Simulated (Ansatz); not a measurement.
Effective masses and thermopower of BeS under load (space group R3m)

Consider the following.

```xyz
2
Lattice="0.0196 2.4345 2.4345 2.4345 0.0196 2.4345 2.4345 2.4345 0.0196" Properties=species:S:1:pos:R:3 pbc="T T T"
Be    -0.0022    -0.0022    -0.0022
S      3.6687     3.6687     3.6687
```

Calculation: PBEsol with spin-orbit coupling, rigid bands (plane waves, PAW; Ansatz, a quantum-chemistry and plane-wave program). Condition of this run: uniaxial stress along [111] of -2 GPa (compression positive) (the target of the relaxation). Cell: cell and atoms relaxed with PBEsol, then loaded as said.

```yaml
band_gap: 2.86 eV
electron conductivity mass (300 K, dilute): 0.37 mₑ
hole conductivity mass (300 K, dilute): 0.73 mₑ
effective density of states N_c (300 K): 2.0e19 cm⁻³
effective density of states N_v (300 K): 2.5e19 cm⁻³
density_of_states_mass_electrons: 0.86 mₑ
density_of_states_mass_holes: 1.00 mₑ
Seebeck coefficient, n-type 1e19 cm⁻³, 300 K: -276 μV/K
best n-type power factor at 300 K for τ = 10 fs (best axis; densities from 1e16 to 1e21 cm⁻³ tried, whether or not they can be reached): 8.5 μW/(cm·K²) at 1e20 cm⁻³
Seebeck coefficient, p-type 1e19 cm⁻³, 300 K: 347 μV/K
```

Rigid bands; masses and Seebeck coefficients take one relaxation time τ for all states and one kind of carrier; polarons and phonon drag are left out.
